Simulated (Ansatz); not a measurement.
Base system: FeCo in the CsCl type structure (space group Pm-3m, No. 221; a = 2.800 Å; ferromagnetic).

Computed with Ansatz (a program for electronic structure), PBEsol, PAW, cutoff 420 eV, without spin-orbit coupling.

One change was made to it. Results:

The largest site moment shrinks by 0.136 μB, from 2.71 μB to 2.58 μB; the magnetic state is still ferromagnetic; the shortest interatomic distance shrinks by 0.067 Å, from 2.425 Å to 2.358 Å.

Q: Name the change that was made.
(A) pressure 9 GPa
(B) pressure 22.5 GPa
(C) pressure −2 GPa
(D) pressure 0.9 GPa
(E) pressure 2.1 GPa

A: B, pressure 22.5 GPa. For comparison, the shortest interatomic distance in the other runs: pressure 2.1 GPa gives 2.418 Å; pressure 9 GPa gives 2.395 Å; pressure 0.9 GPa gives 2.422 Å; pressure −2 GPa gives 2.433 Å.

Other magnetic orders, which the real material may have, were not ruled out. Load acts through the strain it causes; cell and atoms are relaxed under it. Whether these cells are dynamically stable was not tested. Competing high-pressure phases were not computed.
